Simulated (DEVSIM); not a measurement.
Device: double heterostructure, In0.53Ga0.47As between p- and n-type In0.52Al0.48As, at 350 K.

Layer 1 from the left is In0.52Al0.48As, thickness (μm) 0.330, Nd (cm⁻³) 2.3e17, τn (s) 7.6e-10, τp (s) 7.6e-10. Layer 2 from the left is In0.53Ga0.47As, thickness (μm) 0.0280, Na (cm⁻³) 1.5e15, τn (s) 7.6e-10, τp (s) 7.6e-10. Layer 3 from the left is In0.52Al0.48As, thickness (μm) 0.250, Na (cm⁻³) 3.5e17, τn (s) 7.6e-10, τp (s) 7.6e-10.

Left contact: ohmic. Right contact: ohmic. Voltage is applied to the left contact. Recombination: SRH at mid-gap, radiative, Auger. Mobility is μmin + (μ − μmin)/(1 + (N/Nref)^α).

This is a model device: material constants are rounded textbook-type values typed into the input, and sizes, dopings and lifetimes were drawn at random. Values at 300 K; Nc and Nv go as T^1.5, mobilities as T to minus their exponent, the gap by Varshni's rule with the affinity fixed.

In0.52Al0.48As: gap (eV) 1.45, affinity (eV) 4, permittivity 12.5, Nc (cm⁻³) 5.1e17, Nv (cm⁻³) 1.1e19, μn (cm²/Vs) 4000, μp (cm²/Vs) 75, μn,min 800, μp,min 10, Nref,n 3e16, Nref,p 1e17, αn 1.1, αp 0.6, T exponent of μn 1.5, T exponent of μp 1.5, B (cm³/s) 1e-10, Cn (cm⁶/s) 1e-30, Cp (cm⁶/s) 1e-30, Varshni α (eV/K) 0.00042, Varshni β (K) 180. In0.53Ga0.47As: gap (eV) 0.74, affinity (eV) 4.51, permittivity 13.9, Nc (cm⁻³) 2.1e17, Nv (cm⁻³) 7.7e18, μn (cm²/Vs) 12000, μp (cm²/Vs) 300, μn,min 300, μp,min 10, Nref,n 1.3e17, Nref,p 4.9e17, αn 0.48, αp 0.4, T exponent of μn 1.6, T exponent of μp 1.6, B (cm³/s) 9.6e-11, Cn (cm⁶/s) 5e-29, Cp (cm⁶/s) 5e-29, Varshni α (eV/K) 0.00035, Varshni β (K) 190.

Simulated with DEVSIM: 1D drift-diffusion, Boltzmann statistics, complete ionisation; no tunnelling, impact ionisation, image-force lowering or self-heating. Band offsets follow the typed affinities; no thermionic-emission limit at abrupt steps, no polarisation charge.

Task: What does the simulation give for the dark forward voltage at 1 A/cm², the potential step across the device at zero bias?

Result: dark forward voltage at 1 A/cm² 0.421 V; potential step across the device at zero bias 1.290 V.
